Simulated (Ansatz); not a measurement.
Zr3N4 (R-3m, No. 166, 7 atoms in the cell; start mp-754353; a measured phase of this formula has another space group) was calculated with dielectric-dependent PBEsol hybrid in Ansatz (PAW).

Run with plane-wave cutoff 460 eV, 8×8×8 k mesh, Fermi–Dirac smearing 0.01 eV, scalar-relativistic PAW data made under PBE.

Cell (relaxed with PBEsol):

```cif
data_N4Zr3
_chemical_formula_sum 'Zr3 N4'
_space_group_name_H-M_alt 'P 1'
_space_group_IT_number 1
_cell_length_a 8.56549
_cell_length_b 8.56549
_cell_length_c 8.56549
_cell_angle_alpha 23.007
_cell_angle_beta 23.007
_cell_angle_gamma 23.007
loop_
_space_group_symop_operation_xyz
  'x, y, z'
loop_
_atom_site_label
_atom_site_type_symbol
_atom_site_fract_x
_atom_site_fract_y
_atom_site_fract_z
_atom_site_occupancy
Zr1 Zr 0.22234 0.22234 0.22234 1
Zr2 Zr 0.77766 0.77766 0.77766 1
Zr3 Zr 0.00000 0.00000 0.00000 1
N1 N 0.62159 0.62159 0.62159 1
N2 N 0.37841 0.37841 0.37841 1
N3 N 0.86778 0.86778 0.86778 1
N4 N 0.13222 0.13222 0.13222 1
```

Task: Predict the band gap and smallest direct gap on the k points sampled.

Result: 
* **band gap**: 1.51 eV (on the SCF k mesh)
* **smallest direct gap on the k points sampled**: 1.56 eV

Note: cell and atoms aren't relaxed at this level (pressure -1.1 GPa).

Spin–orbit coupling is not included.

The computed numbers hold no vibrational or temperature effects.

It cost around 24 core-minutes (rough) of CPU time.

A start named mp-… is a Materials Project structure, which need not be a measured phase.

Ansatz is a quantum-chemistry and plane-wave program.
